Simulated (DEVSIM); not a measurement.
**illuminated InP p-on-n cell, one wavelength**

Device: illuminated InP p-on-n cell, one wavelength, at 300 K.

| layer (left to right) | material | thickness (μm) | Nd (cm⁻³) | Na (cm⁻³) | τn (s) | τp (s) | absorption coefficient (cm⁻¹) |
|---|---|---|---|---|---|---|---|
| 1 | InP | 0.400 | - | 7e17 | 3.2e-9 | 4.6e-8 | 78000 |
| 2 | InP | 1.60 | 5.5e15 | - | 6e-8 | 6e-8 | 78000 |

Left contact: ohmic, minority electron recombination velocity 800 cm/s. Right contact: ohmic, minority hole recombination velocity 2e6 cm/s. Voltage is applied to the left contact. Recombination: SRH at mid-gap, radiative, Auger. Light enters at the left, 6.7e15 photons cm⁻² s⁻¹, one pass, no reflection. Mobility is μmin + (μ − μmin)/(1 + (N/Nref)^α).

The device is made up for the run: typed textbook-type constants, with dimensions and the other settings drawn at random. Values at 300 K.

| parameter | InP |
|---|---|
| gap (eV) | 1.344 |
| affinity (eV) | 4.38 |
| permittivity | 12.5 |
| Nc (cm⁻³) | 5.7e17 |
| Nv (cm⁻³) | 1.1e19 |
| μn (cm²/Vs) | 5200 |
| μp (cm²/Vs) | 170 |
| μn,min | 400 |
| μp,min | 10 |
| Nref,n | 3e17 |
| Nref,p | 4.9e17 |
| αn | 0.47 |
| αp | 0.62 |
| B (cm³/s) | 1.2e-10 |
| Cn (cm⁶/s) | 9e-31 |
| Cp (cm⁶/s) | 9e-31 |

Simulated with DEVSIM: 1D drift-diffusion, Boltzmann statistics, complete ionisation; no tunnelling, impact ionisation, image-force lowering or self-heating.

| Item | Value |
|---|---|
| Potential step across the device at zero bias | 1.153 V |
| Largest field in the device at zero bias | 56000 V/cm |
| Dark forward voltage at 1 A/cm² | 0.944 V |
| Dark forward voltage at 100 A/cm² | 1.089 V |
| Short-circuit current | 1.06 mA/cm² |
| Open-circuit voltage | 0.757 V |
| Fill factor | 0.83 |
| Largest power | 0.668 mW/cm² |
| Share of generated pairs collected at short circuit | 0.991 |

Small-signal capacitance in reverse bias (quasi-static):

```
V (V)  C (nF/cm²)
-----  ----------
-0.04        20.8
-0.1         20.3
-0.2         19.5
-0.3         18.7
-0.4         18.1
-0.6         17.0
-0.8         16.0
-1           15.2
-1.3         14.2
-1.6         13.4
-2           12.5
```

Dark reverse current:

| V (V) | J (A/cm²) |
|---|---|
| -0.04 | -3.9e-11 |
| -0.10 | -7.9e-11 |
| -0.20 | -1.3e-10 |
| -0.30 | -1.8e-10 |
| -0.40 | -2.3e-10 |
| -0.60 | -3.2e-10 |
| -0.80 | -3.9e-10 |
| -1.00 | -4.7e-10 |
| -1.30 | -5.7e-10 |
| -1.60 | -6.6e-10 |
| -2.00 | -7.7e-10 |
